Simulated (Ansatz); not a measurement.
Here is the system:

```xyz
8
Lattice="5.7677 0.0000 0.0000 0.0000 5.7677 0.0000 0.0000 0.0000 5.7677" Properties=species:S:1:pos:R:3 pbc="T T T"
P      4.3891     4.3891     4.3891
P      1.3785     4.3891     1.3785
P      4.3891     1.3785     1.3785
P      1.3785     1.3785     4.3891
Ga     0.0000     0.0000     0.0000
In     2.8838     0.0000     2.8838
In     0.0000     2.8838     2.8838
In     2.8838     2.8838     0.0000
```

No spin polarisation.

The values are results of PBEsol (Ansatz, a program for electronic structure, PAW, no spin-orbit coupling), not measurements. Γ-centred 6×6×6 mesh, Fermi–Dirac width 0.05 eV.

**Question.** Predict the electron mass, hole mass, band gap and gap character.

**Answer.** 
- Electron mass: 0.062 mₑ (at Γ)
- Hole mass (degenerate bands, along [100]): 0.061, 0.49, 0.49 mₑ (at Γ)
- Band gap: 0.77 eV
- Gap character (in this cell's own zone, which can be folded): direct at Γ

These are small ordered cells, not random alloys; other orderings at the same x differ. Masses are band curvatures over ±0.01 Å⁻¹ around the edge. No phonon test of stability was made. The cell was made from GaP by this change: x(In) = 0.75, 8 atoms, P-43m.
